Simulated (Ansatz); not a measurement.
The reference is KTaO$_{3}$ in the cubic perovskite structure (space group Pm-3m, No. 221; a = 4.0244 Å).

Calculations: PBE/PAW in Ansatz (a first-principles code), no SOC.

Before the change:

```
Property                         Value
-----------------------------  -------
Band gap                       2.16 eV
Width of the top valence band  1.07 eV
```

Perturbation: a hydrostatic pressure of 10 GPa.

Task: How does this affect the band gap?

Result: The band gap goes up by 0.11 eV to 2.27 eV.

Task: What does the calculation give for the width of the top valence band after the change?

Result: The width of the top valence band stays essentially unchanged (1.07 eV against 1.06 eV).

With Ta present, leaving out spin-orbit coupling can change the band edges. Load acts through the strain it causes; cell and atoms are relaxed under it. No phonon test of stability was made. No other phases were tried under pressure.
